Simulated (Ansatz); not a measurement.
Consider interstitial Cd in zinc-blende CdTe, charge state +2. These are PBE, PAW (plane waves to 420 eV; Ansatz, a quantum-chemistry and plane-wave program) values and carry that method's errors.

Settings: 64 host sites, the relaxed PBE lattice, one k-point at (0.250, 0.250, 0.250), smearing 0.01 eV, spin-restricted, no image-charge correction. Static, classical nuclei. Spin-orbit coupling is left out. The charge state is imposed; whether it is stable for some Fermi level was not computed. Sites that were not tried may lie lower.

Barriers: single points on a 2×2×2 k-point mesh shifted by half a step at the bands' geometries.

Relaxed starting cell (atoms counted from 1):

```yaml
crystal:
  lattice:
    - [13.24000, 0.00000, 0.00000]
    - [0.00000, 13.24000, 0.00000]
    - [0.00000, 0.00000, 13.24000]
  atoms:
    - { symbol: Cd, position: [0.99707, 0.99718, 0.99670] }
    - { symbol: Cd, position: [0.98628, 0.98636, 0.50841] }
    - { symbol: Cd, position: [0.98624, 0.50887, 0.98585] }
    - { symbol: Cd, position: [0.99724, 0.50031, 0.49985] }
    - { symbol: Cd, position: [0.50877, 0.98634, 0.98591] }
    - { symbol: Cd, position: [0.50022, 0.99730, 0.49983] }
    - { symbol: Cd, position: [0.50024, 0.50033, 0.99683] }
    - { symbol: Cd, position: [0.50750, 0.50760, 0.50710] }
    - { symbol: Te, position: [0.12205, 0.12213, 0.37456] }
    - { symbol: Te, position: [0.12219, 0.12229, 0.87265] }
    - { symbol: Te, position: [0.12233, 0.62477, 0.37499] }
    - { symbol: Te, position: [0.12522, 0.62442, 0.87243] }
    - { symbol: Te, position: [0.62466, 0.12242, 0.37499] }
    - { symbol: Te, position: [0.62433, 0.12529, 0.87245] }
    - { symbol: Te, position: [0.62425, 0.62428, 0.37161] }
    - { symbol: Te, position: [0.62443, 0.62453, 0.87278] }
    - { symbol: Cd, position: [0.98825, 0.24887, 0.24827] }
    - { symbol: Cd, position: [0.99972, 0.24808, 0.74759] }
    - { symbol: Cd, position: [0.99971, 0.74808, 0.24761] }
    - { symbol: Cd, position: [0.99817, 0.74865, 0.74820] }
    - { symbol: Cd, position: [0.50848, 0.24778, 0.24731] }
    - { symbol: Cd, position: [0.49745, 0.24874, 0.74823] }
    - { symbol: Cd, position: [0.49743, 0.74869, 0.24829] }
    - { symbol: Cd, position: [0.49898, 0.74795, 0.74747] }
    - { symbol: Te, position: [0.12206, 0.37522, 0.12173] }
    - { symbol: Te, position: [0.12235, 0.37546, 0.62429] }
    - { symbol: Te, position: [0.12220, 0.87315, 0.12182] }
    - { symbol: Te, position: [0.12522, 0.87289, 0.62397] }
    - { symbol: Te, position: [0.62466, 0.37547, 0.12194] }
    - { symbol: Te, position: [0.62422, 0.37210, 0.62381] }
    - { symbol: Te, position: [0.62435, 0.87288, 0.12485] }
    - { symbol: Te, position: [0.62442, 0.87327, 0.62405] }
    - { symbol: Cd, position: [0.24881, 0.98838, 0.24829] }
    - { symbol: Cd, position: [0.24801, 0.99981, 0.74758] }
    - { symbol: Cd, position: [0.24780, 0.50864, 0.24740] }
    - { symbol: Cd, position: [0.24866, 0.49751, 0.74824] }
    - { symbol: Cd, position: [0.74797, 0.99979, 0.24764] }
    - { symbol: Cd, position: [0.74858, 0.99828, 0.74822] }
    - { symbol: Cd, position: [0.74868, 0.49747, 0.24824] }
    - { symbol: Cd, position: [0.74785, 0.49908, 0.74746] }
    - { symbol: Te, position: [0.37497, 0.12224, 0.12160] }
    - { symbol: Te, position: [0.37539, 0.12242, 0.62428] }
    - { symbol: Te, position: [0.37538, 0.62478, 0.12192] }
    - { symbol: Te, position: [0.37201, 0.62431, 0.62382] }
    - { symbol: Te, position: [0.87302, 0.12228, 0.12181] }
    - { symbol: Te, position: [0.87281, 0.12530, 0.62397] }
    - { symbol: Te, position: [0.87282, 0.62444, 0.12482] }
    - { symbol: Te, position: [0.87317, 0.62452, 0.62403] }
    - { symbol: Cd, position: [0.24859, 0.24901, 0.98784] }
    - { symbol: Cd, position: [0.24765, 0.24772, 0.50810] }
    - { symbol: Cd, position: [0.24799, 0.74810, 0.99931] }
    - { symbol: Cd, position: [0.24866, 0.74873, 0.49703] }
    - { symbol: Cd, position: [0.74797, 0.24810, 0.99932] }
    - { symbol: Cd, position: [0.74865, 0.24872, 0.49702] }
    - { symbol: Cd, position: [0.74859, 0.74868, 0.99778] }
    - { symbol: Cd, position: [0.74784, 0.74796, 0.49860] }
    - { symbol: Te, position: [0.37446, 0.37449, 0.37410] }
    - { symbol: Te, position: [0.37569, 0.37577, 0.87282] }
    - { symbol: Te, position: [0.37567, 0.87330, 0.37528] }
    - { symbol: Te, position: [0.37093, 0.87191, 0.87143] }
    - { symbol: Te, position: [0.87324, 0.37575, 0.37528] }
    - { symbol: Te, position: [0.87180, 0.37101, 0.87141] }
    - { symbol: Te, position: [0.87182, 0.87191, 0.37056] }
    - { symbol: Te, position: [0.87325, 0.87334, 0.87286] }
    - { symbol: Cd, position: [0.24787, 0.24798, 0.24748] }
```
Cell charge +2.

End state 1 differs by these moves (Å; atoms that move under 0.08 Å are left out):

| atom | element | Δx | Δy | Δz |
|---|---|---|---|---|
| 1 | Cd | -0.12 | 0.02 | 0.02 |
| 2 | Cd | 0.18 | 0.16 | -0.13 |
| 3 | Cd | 0.18 | -0.13 | 0.16 |
| 5 | Cd | 0.00 | 0.17 | 0.17 |
| 8 | Cd | -0.11 | -0.11 | -0.11 |
| 17 | Cd | 0.12 | 0.02 | 0.02 |
| 18 | Cd | -0.18 | 0.16 | -0.14 |
| 19 | Cd | -0.18 | -0.14 | 0.16 |
| 21 | Cd | 0.00 | 0.16 | 0.16 |
| 24 | Cd | 0.12 | -0.12 | -0.12 |
| 33 | Cd | -0.01 | 0.14 | 0.14 |
| 34 | Cd | 0.00 | -0.01 | -0.12 |
| 35 | Cd | 0.01 | -0.12 | 0.00 |
| 49 | Cd | 0.00 | 0.14 | 0.13 |
| 50 | Cd | 0.01 | 0.00 | -0.12 |
| 51 | Cd | 0.00 | -0.12 | -0.01 |
| 62 | Te | 0.01 | 0.06 | 0.06 |
| 63 | Te | 0.01 | 0.06 | 0.06 |
| 65 | Cd | 0.01 | -3.28 | -3.28 |

Q: What forward and backward barriers to end state 1 does PBE, PAW give?

A: forward 0.41 eV, backward 0.41 eV; at the saddle point atom 65 has neighbours 3 Cd at 3.04; 3 Te at 2.93 Å. The saddle point's order was not checked, and it lies on a symmetry element of the cell, where a band can be held.
